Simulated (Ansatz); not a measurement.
The parent structure is Se (space group P3_121, No. 152; a = 4.5345 Å, c = 5.0415 Å; made of chains).

Level of theory: PBE in Ansatz (plane waves to 420 eV, PAW, spin-orbit coupling left out).

Carriers are added at fixed cell with a uniform background; the Fermi–Dirac width is that of 300 K.

One change was made to it. Results:

| quantity | base | after |
|---|---|---|
| gap between the host's bands | 1.04 eV | 1.11 eV |
| Fermi level relative to the doped band's edge (positive inside the band; to 0.05 eV) | – | +0.55 eV |
| gap character | indirect, L → H | indirect, L → H |

Task: Which of these changes matches the shifts?
A. holes 1.0×10^22 cm⁻³
B. electrons 1.5×10^21 cm⁻³
C. electrons 1.0×10^22 cm⁻³

Result: A, holes 1.0×10^22 cm⁻³. For comparison, the gap between the host's bands in the other runs: electrons 1.0×10^22 cm⁻³ gives 0.56 eV; electrons 1.5×10^21 cm⁻³ gives 1.06 eV.

Carriers are added with a uniform compensating background; total energy and stress of such cells depend on the potential's zero and are not compared; many-body gap narrowing is missing at this level. Stability against distortions was not tested. No dispersion term is included, though the crystal is made of layers, chains or molecules, so its spacings can come out too wide.

Ansatz is an electronic-structure program.
